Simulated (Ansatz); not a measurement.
# A computed series for CdS: response to strain

The parent structure is CdS in the zinc blende structure (space group F-43m, No. 216).

```
CdS
1.0
    0.00000     2.91212     2.91212
    2.91212     0.00000     2.91212
    2.91212     2.91212     0.00000
Cd S
1 1
Direct
  0.00000   0.00000   0.00000
  0.25000   0.25000   0.25000
```

Strains are applied to the cell and any free atomic positions relax.

All numbers come from PBEsol (Ansatz, a quantum-chemistry and plane-wave program), without spin-orbit coupling.

Notes on the quantities. hole mass: degenerate bands, along [100].

```csv
variant,pressure,width of the top valence band,electron mass,hole mass
base,0.00 GPa,2.24 eV,0.11 mₑ (at Γ),"0.12, 0.75, 0.75 mₑ (at Γ)"
isotropic strain −3.00 %,6.93 GPa,2.59 eV,0.13 mₑ (at Γ),"0.13, 0.66, 0.66 mₑ (at Γ)"
isotropic strain −2.50 %,5.56 GPa,2.53 eV,0.12 mₑ (at Γ),"0.13, 0.67, 0.67 mₑ (at Γ)"
isotropic strain −1.50 %,[?],2.41 eV,0.12 mₑ (at Γ),"0.13, 0.70, 0.70 mₑ (at Γ)"
isotropic strain −0.50 %,0.96 GPa,2.30 eV,0.11 mₑ (at Γ),[?]
isotropic strain +0.50 %,-0.89 GPa,2.19 eV,0.11 mₑ (at Γ),"0.12, 0.77, 0.77 mₑ (at Γ)"
isotropic strain +1.00 %,-1.71 GPa,2.14 eV,0.11 mₑ (at Γ),"0.11, 0.78, 0.78 mₑ (at Γ)"
isotropic strain +1.50 %,-2.47 GPa,[?],0.11 mₑ (at Γ),"0.11, 0.80, 0.80 mₑ (at Γ)"
isotropic strain +2.50 %,-3.84 GPa,1.99 eV,0.10 mₑ (at Γ),"0.11, 0.83, 0.83 mₑ (at Γ)"
isotropic strain +3.00 %,-4.44 GPa,1.94 eV,0.098 mₑ (at Γ),"0.10, 0.85, 0.85 mₑ (at Γ)"
```

Problem. Some entries are withheld; estimate them.

Solution. 
- isotropic strain −1.50 %, pressure: 3.10 GPa
- isotropic strain −0.50 %, hole mass: 0.12, 0.73, 0.73 mₑ (at Γ)
- isotropic strain +1.50 %, width of the top valence band: 2.09 eV

The levels and masses belong to the bands next to the band gap. Effective masses come from finite differences of ±0.01 Å⁻¹. Whether these cells are dynamically stable was not tested.
